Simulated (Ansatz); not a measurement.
Take C in the diamond structure (space group Fd-3m, No. 227; a = 3.532 Å) as the base. Axes: x, y, z lie along the cube axes.

Calculations: Ansatz (an electronic-structure program) LDA, without spin-orbit coupling.

Base values:

Pressure: 0.00 GPa

One thing is altered: compressive biaxial strain of 1.25 % in the plane normal to [111], as in epitaxy on a mismatched substrate; the out-of-plane cell vector and the atoms relax.

**Question.** What does the calculation give for the pressure after the change?

**Answer.** The pressure (mean of the normal stresses, compression positive) goes from zero to 11.65 GPa.

**Question.** Estimate the effect on the ratio −ε⊥/ε∥.

**Answer.** The ratio −ε⊥/ε∥ comes out as 0.12.

Stability against distortions was not tested.
